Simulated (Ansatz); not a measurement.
Here is the system:

```yaml
crystal:
  lattice:
    - [4.05228, 0.00000, 0.00000]
    - [0.00000, 4.05228, 0.00000]
    - [0.00000, 0.00000, 4.00365]
  atoms:
    - { symbol: K, position: [0.00000, 0.00000, 0.00000] }
    - { symbol: Zn, position: [0.50000, 0.50000, 0.50000] }
    - { symbol: F, position: [0.50000, 0.00000, 0.50000] }
    - { symbol: F, position: [0.00000, 0.50000, 0.50000] }
    - { symbol: F, position: [0.50000, 0.50000, 0.00000] }
```

No spin polarisation.

Calculations: Ansatz (an electronic-structure program), PBEsol, PAW, cutoff 420 eV, scalar-relativistic without spin-orbit coupling. Settings: 8×8×8 k-points, 0.05 eV Fermi–Dirac smearing.

Question: What electron mass does the calculation give?

Answer: 0.44 mₑ (at Γ).

Question: What gap character does the calculation give?

Answer: Indirect, A → Γ.

Question: What pressure (mean of the normal stresses, compression positive) does the calculation give?

Answer: 1.01 GPa.

The cells carry an imposed strain or load. Masses are band curvatures over ±0.01 Å⁻¹ around the edge. Stability against distortions was not tested. The cell was made from KZnF₃ in the cubic perovskite structure (space group Pm-3m, No. 221) by this change: uniaxial strain ε_zz = −1.20 %. Many cubic perovskites are stable only at high temperature; tilts and polar distortions were not tested.
